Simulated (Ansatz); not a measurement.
This Ansatz (a quantum-chemistry and plane-wave program) input is the reference run, SrTe in the rock salt structure (space group Fm-3m, No. 225), computed with PBEsol (Ansatz, PAW, without spin-orbit coupling):

Ansatz 0.2 input:
```yaml
crystal:
  lattice:
    - [0, 3.303332987, 3.303332987]
    - [3.303332987, 0, 3.303332987]
    - [3.303332987, 3.303332987, 0]
  atoms:
    - { symbol: Sr, position: [0, 0, 0] }
    - { symbol: Te, position: [0.5, 0.5, 0.5] }
basis: { ecutwfc: 420, ecutrho_ratio: 4, xc_grid: 2, fft_grid_basis: typed }
kpoints: { mp_grid: { grid: [9, 9, 9] } }
hamiltonian:
  xc: pbesol
  dispersion: none
  pseudopotentials: { kind: paw }
scf: { occupations: { method: fermi_dirac, width: 0.05 }, convergence: { dr2_threshold: 0.0000000002 } }
output: { forces: true, stress: true }
```

Write the input for this change: uniaxial stress, 3 GPa compression along z; all other stress components relax to zero.


Ansatz 0.2 input:
```yaml
crystal:
  lattice:
    - [0, 3.303332987, 3.303332987]
    - [3.303332987, 0, 3.303332987]
    - [3.303332987, 3.303332987, 0]
  atoms:
    - { symbol: Sr, position: [0, 0, 0] }
    - { symbol: Te, position: [0.5, 0.5, 0.5] }
basis: { ecutwfc: 420, ecutrho_ratio: 4, xc_grid: 2, fft_grid_basis: typed }
kpoints: { mp_grid: { grid: [9, 9, 9] } }
hamiltonian:
  xc: pbesol
  dispersion: none
  pseudopotentials: { kind: paw }
scf: { occupations: { method: fermi_dirac, width: 0.05 } }
relax: { f_tol: 0.005, max_steps: 50, cell: { stress_tol: 0.01, sigma_target: [0, 0, 3, 0, 0, 0] } }
output: { forces: true, stress: true }
checkpoint: { write: state.ck, write_every: 1000 }
```
This is the input that was run.

Load acts through the strain it causes; cell and atoms are relaxed under it. sigma_target is in GPa, compression positive, in the order xx, yy, zz, yz, xz, xy. Beyond what the load breaks, stability against distortions was not tested.
